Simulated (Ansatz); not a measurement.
# Hypothetical P6_3/mmc GeS2: isotropic strain +1.14 %

Base system: GeS2 in the 2H-MoS2 type structure (space group P6_3/mmc, No. 194; a = 3.4270 Å, c = 10.6220 Å; a hypothetical phase, not in the database extracts checked; layered, stacked along the Cartesian z axis).

One thing is altered: the cell is scaled by 1.0114 in all directions; the atoms relax in the strained cell.

Computed with PBE-D3(BJ)/PAW in Ansatz (a first-principles code), spin-orbit coupling left out. Settings: 16×16×5 k-points, 0.05 eV Fermi–Dirac smearing.

The volume per atom increases by 0.62 Å³ (18.01 Å³ → 18.63 Å³) and the space group remains P6_3/mmc (No. 194). The shortest interatomic distance rises by 0.036 bohr to 4.763 bohr and the energy rises by 4.3 meV/atom. The pressure (mean of the normal stresses, compression positive) goes from zero to -2.2 GPa and the band gap stays zero. The largest internal atomic displacement is 0.015 Å.

Final structure:

```yaml
crystal:
  lattice:
    - [3.46611, 0.00000, 0.00000]
    - [-1.73306, 3.00174, 0.00000]
    - [0.00000, 0.00000, 10.74314]
  atoms:
    - { symbol: Ge, position: [0.33333, 0.66667, 0.25000] }
    - { symbol: Ge, position: [0.66667, 0.33333, 0.75000] }
    - { symbol: S, position: [0.33333, 0.66667, 0.60735] }
    - { symbol: S, position: [0.66667, 0.33333, 0.10735] }
    - { symbol: S, position: [0.66667, 0.33333, 0.39265] }
    - { symbol: S, position: [0.33333, 0.66667, 0.89265] }
```

No phonon test of stability was made. The final runs are not spin-polarised.
